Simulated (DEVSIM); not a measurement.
System: Pd/AlN/SiO2/n-Si capacitor, at 250 K.

```tsv
layer (left to right)	material	thickness (nm)	Nd (cm⁻³)
1	AlN	23.0	-
2	SiO2	0.930	-
3	Si	6800	7.1e15
```

Metal gate on the left, work function 5.2 eV. Fixed charge at the semiconductor interface 1.8e10 cm⁻² (in units of +e); no interface traps.

The device is made up for the run: typed textbook-type constants, with dimensions and the other settings drawn at random. Values at 300 K; Nc and Nv go as T^1.5, mobilities as T to minus their exponent, the gap by Varshni's rule with the affinity fixed.

```tsv
parameter	AlN	SiO2	Si
gap (eV)	6.1	9	1.124
affinity (eV)	1.9	0.9	4.05
permittivity	8.5	3.9	11.7
Nc (cm⁻³)	-	-	2.86e19
Nv (cm⁻³)	-	-	3.1e19
Varshni α (eV/K)	-	-	0.000473
Varshni β (K)	-	-	636
```

DEVSIM, 1D Poisson equation in equilibrium, Boltzmann statistics, complete ionisation; no quantum confinement or tunnelling. Metal contacts follow the ideal Schottky-Mott rule: no Fermi-level pinning, no interface dipoles.

The interface trap density was swept, all else fixed.

```
interface trap density (cm^-2 eV^-1)  threshold voltage (band bending 2φF) (V)  minimum of the low-frequency capacitance (μF/cm²)  flat-band voltage (V)
------------------------------------  ----------------------------------------  -------------------------------------------------  ---------------------
0                                                                         0.04                                             0.0279                   0.97
1e10                                                                      0.03                                             0.0291                   0.97
1e11                                                                      0.00                                             0.0399                   0.98
3e11                                                                     -0.06                                             0.0623                   0.99
1e12                                                                     -0.29                                              0.117                   1.06
2e12                                                                         ?                                                  ?                   1.15
```

Complete the blanks.


- 2e12, threshold voltage (band bending 2φF) (V): -0.62
- 2e12, minimum of the low-frequency capacitance (μF/cm²): 0.162
